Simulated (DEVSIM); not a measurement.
Structure: abrupt In0.53Ga0.47As n-p junction, at 300 K.

| layer (left to right) | material | thickness (μm) | Nd (cm⁻³) | Na (cm⁻³) | τn (s) | τp (s) |
|---|---|---|---|---|---|---|
| 1 | In0.53Ga0.47As | 77.0 | 6.8e16 | - | 7.9e-10 | 7.9e-10 |
| 2 | In0.53Ga0.47As | 4.10 | - | 1.6e16 | 7.9e-10 | 7.9e-10 |

Left contact: ohmic. Right contact: ohmic. Voltage is applied to the left contact. Recombination: SRH at mid-gap, Auger. Mobility is μmin + (μ − μmin)/(1 + (N/Nref)^α).

The device is made up for the run: typed textbook-type constants, with dimensions and the other settings drawn at random. Values at 300 K; Nc and Nv go as T^1.5, mobilities as T to minus their exponent, the gap by Varshni's rule with the affinity fixed.

```
parameter         In0.53Ga0.47As
----------------  --------------
gap (eV)                    0.74
affinity (eV)               4.51
permittivity                13.9
Nc (cm⁻³)                 2.1e17
Nv (cm⁻³)                 7.7e18
μn (cm²/Vs)                12000
μp (cm²/Vs)                  300
μn,min                       300
μp,min                        10
Nref,n                    1.3e17
Nref,p                    4.9e17
αn                          0.48
αp                           0.4
T exponent of μn             1.6
T exponent of μp             1.6
Cn (cm⁶/s)                 5e-29
Cp (cm⁶/s)                 5e-29
Varshni α (eV/K)         0.00035
Varshni β (K)                190
```

DEVSIM, 1D drift-diffusion, Boltzmann statistics, complete ionisation; no tunnelling, impact ionisation, image-force lowering or self-heating.

Base results: dark forward voltage at 100 A/cm² (V) 0.459; dark forward voltage at 1 A/cm² (V) 0.314; potential step across the device at zero bias (V) 0.551; largest field in the device at zero bias (V/cm) 41000.

What follows from this one change: temperature 300 → 350 K?

dark forward voltage at 100 A/cm² 0.459 → 0.389 V; dark forward voltage at 1 A/cm² 0.314 → 0.215 V; potential step across the device at zero bias 0.551 → 0.491 V; largest field in the device at zero bias little changed (38000 V/cm).

What follows from this one change: thickness of layer 2 4.1 → 2.5 μm?

dark forward voltage at 100 A/cm² 0.459 → 0.443 V; dark forward voltage at 1 A/cm² 0.314 → 0.305 V; potential step across the device at zero bias little changed (0.551 V); largest field in the device at zero bias little changed (41000 V/cm).

What follows from this one change: doping Na of layer 2 1.6e+16 → 4.8e+17 cm^-3?

dark forward voltage at 100 A/cm² 0.459 → 0.531 V; dark forward voltage at 1 A/cm² 0.314 → 0.387 V; potential step across the device at zero bias 0.551 → 0.639 V; largest field in the device at zero bias 41000 → 96000 V/cm.

What follows from this one change: constant mobility in place of the doping-dependent one?

dark forward voltage at 100 A/cm² 0.459 → 0.445 V; dark forward voltage at 1 A/cm² 0.314 → 0.308 V; potential step across the device at zero bias little changed (0.551 V); largest field in the device at zero bias little changed (41000 V/cm).
